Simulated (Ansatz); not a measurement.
Consider Cu3N (space group Pm-3m, No. 221; a = 3.827 Å). Axes: x, y, z lie along the cube axes.

All numbers come from Ansatz (a quantum-chemistry and plane-wave program), PBE, PAW, cutoff 420 eV, no SOC.

Strains are applied to the cell and any free atomic positions relax; under biaxial strain the out-of-plane vector relaxes too; under stress the whole cell relaxes.

One change was made to it. Results:

The energy rises by 10 meV/atom; the valley order (the lowest conduction-band minima on the path, energy above the VBM, named in the base's zone) goes from M along ⟨110⟩ 0.22 eV; Γ 0.97 eV; X along ⟨100⟩ 1.52 eV to M along [101] 0.32 eV; M along [011] 0.33 eV; Γ 0.87 eV; X along [001] 1.37 eV.

What was done to the base?
(A) uniaxial strain ε_xx = +5.89 %
(B) biaxial strain +4.80 %, plane normal [111], relaxed out of plane
(C) tensor shear ε_yz = +1.45 %
(D) uniaxial stress, 3 GPa tension along z
(E) uniaxial strain ε_xx = +3.31 %

E, uniaxial strain ε_xx = +3.31 %. For comparison, the valley order in the other runs: uniaxial strain ε_xx = +5.89 % gives M along [101] 0.38 eV; M along [011] 0.40 eV; Γ 0.79 eV; X along [001] 1.25 eV; tensor shear ε_yz = +1.45 % gives M along [110] 0.15 eV; M along [011] 0.15 eV; R along [111] 0.61 eV; Γ 0.89 eV; biaxial strain +4.80 %, plane normal [111], relaxed out of plane gives M along [110] 0.02 eV; R along [111] 0.24 eV; Γ 0.54 eV; X along [100] 1.08 eV; uniaxial stress, 3 GPa tension along z gives M along [011] 0.25 eV; M along [110] 0.26 eV; Γ 0.94 eV; X along [010] 1.46 eV.

The levels and masses belong to the bands next to the band gap. Stability under load was not tested beyond the relaxation. The final runs are not spin-polarised.
